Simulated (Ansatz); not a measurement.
Ansatz (a quantum-chemistry and plane-wave program) run on AlSiMo (P3_212, 9 atoms in the cell): self-consistent single point.

Level of theory: PBEsol-D3BJ, default PAW files made with PBE (plane waves; Ansatz).

```
CELL_PARAMETERS angstrom
      4.72918     0.00000     0.00000
     -2.36459     4.09559     0.00000
      0.00000     0.00000     6.57744
ATOMIC_POSITIONS crystal
  Al 0.66597 0.83298 0.50000
  Al 0.16701 0.83298 0.16667
  Al 0.16701 0.33403 0.83333
  Si 0.01104 0.50552 0.50000
  Si 0.49448 0.50552 0.16667
  Si 0.49448 0.98896 0.83333
  Mo 0.34503 0.17252 0.50000
  Mo 0.82749 0.17252 0.16667
  Mo 0.82749 0.65497 0.83333
```

Reference input (self-consistent single point, DFT, PBEsol, plane waves, default PAW files made with PBE): kpoints.mp_grid.grid = 8 8 5; hamiltonian.xc = pbesol; hamiltonian.pseudopotentials = {kind: paw} (the program's default PAW files); scf.occupations.method = cold; scf.occupations.width = 0.1 eV. This run's input differs from it in these lines:

```diff
@@ -20,2 +20,3 @@
   xc: pbesol
+  dispersion: d3bj
   pseudopotentials:
```

Log, with long lists cut:

```
SCF iter   1: F=—  HF=-18139.068844 eV  |F-HF|=—  |Δ(HF+E_count)|=         —  Δρ=8.38e-3  dr2=7.86e-2  ethr=1.77e-3  ⟨swp⟩=7.1  Hψ=7048  notcnv=0  defer=2
all-band conjugate gradients solve this SCF's bands
preconditioner: auto → Kerker (q_TF=auto, 2.426 Å⁻¹)
SCF iter   2: F=—  HF=-18139.055888 eV  |F-HF|=—  |Δ(HF+E_count)|=   1.30e-2  S|Δr|=    0.00e0  Δρ=4.22e-3  dr2=1.89e-2  ethr=1.25e-4  ⟨swp⟩=1.0  Hψ=1960  notcnv=0  defer=2
SCF iter   3: F=—  HF=-18139.052352 eV  |F-HF|=—  |Δ(HF+E_count)|=   3.54e-3  S|Δr|=    0.00e0  Δρ=5.18e-4  dr2=2.96e-4  ethr=2.99e-5  ⟨swp⟩=2.0  Hψ=2043  notcnv=0  defer=2
SCF iter   4: F=—  HF=-18139.052318 eV  |F-HF|=—  |Δ(HF+E_count)|=   3.39e-5  S|Δr|=    0.00e0  Δρ=1.07e-4  dr2=1.78e-5  ethr=4.70e-7  ⟨swp⟩=2.1  Hψ=2320  notcnv=0  defer=2
SCF iter   5: F=—  HF=-18139.052368 eV  |F-HF|=—  |Δ(HF+E_count)|=   4.96e-5  S|Δr|=    0.00e0  Δρ=2.08e-5  dr2=5.89e-7  ethr=2.83e-8  ⟨swp⟩=2.1  Hψ=2353  notcnv=0  defer=2
SCF iter   6: F=-18139.052368 eV  HF=-18139.052368 eV  |F-HF|=7.13e-9  |Δ(HF+E_count)|=   1.42e-7  S|Δr|=    0.00e0  Δρ=3.67e-6  dr2=1.59e-8  ethr=1.59e-10  ⟨swp⟩=9.4  Hψ=7043  notcnv=0
SCF 1 converged in 6 iterations: F = -18139.052368 eV  dr2 = 1.59e-8
Stability not checked (fill_not_monotonic)
Free energy (F): -18139.052368 eV
Internal energy: -18139.046933 eV  (E = F + TS)
E sigma→0 (E₀):  -18139.050556 eV
Entropy (-TS):   -0.005434 eV (-0.604 meV/atom)
Fermi energy:    13.992579 eV
--- Forces (eV/Å), atoms counted from 1 ---
  atom   1  Al     0.06023653     0.03477758     0.00000000
  atom   2  Al    -0.06023653     0.03477758     0.00000000
  atom   3  Al    -0.00000000    -0.06955515     0.00000000
  atom   4  Si    -0.06220572    -0.03591449    -0.00000000
   [... lines left out ...]
  atom   9  Mo     0.00000000     0.00111443    -0.00000000
--- Stress (GPa, compression-positive) ---
       -7.031940       0.000000      -0.000000
        0.000000      -7.031940       0.000000
       -0.000000       0.000000      -6.796343
  P = ⅓ Tr σ = -6.9534 GPa (-69.534 kbar)
  The stress holds the Pulay correction. Without it, at fixed plane waves, as pw.x and ABINIT print it: P = -6.9955 GPa
```

The run converged in 6 iterations. Against the reference run the pressure goes from -1.28 to -6.95 GPa and the largest force moves little (0.071 to 0.072 eV/Å).

The starting cell comes from a database of computed structures (which also holds hypothetical and non-ambient phases and stackings), without a prior relaxation at this level. Spin polarisation is off. With a pressure of about -7 GPa the cell is away from its equilibrium volume at this level. Ansatz's pressure includes its estimate of the finite-basis (Pulay) stress.

Keys are those of Ansatz 0.2.
